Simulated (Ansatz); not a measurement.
Input:

```
ZnSe
1.0
    0.00000     2.86417     2.86417
    2.86417     0.00000     2.86417
    2.86417     2.86417     0.00000
Zn Se
1 1
Direct
  0.00000   0.00000   0.00000
  0.75000   0.75000   0.75000
```

The numbers are results of r2SCAN with spin-orbit coupling, rigid bands (plane waves, PAW; Ansatz, a first-principles code), not measurements. Condition of this run: hydrostatic pressure -2 GPa (the target of the relaxation). How the cell was made: cell and atoms relaxed with r2SCAN, then loaded as said.

**Question.** Predict the electron conductivity mass (n e² τ/σ) at 300 K, by direction if it differs.

**Answer.** 0.128 mₑ.

**Question.** What conductivity effective mass do dilute holes have at 300 K?

**Answer.** 0.71 mₑ.

**Question.** And the band gap?

**Answer.** 1.60 eV at this level; semilocal functionals usually fall short of the measured gap.

Rigid bands, one relaxation time for all states, no polarons.
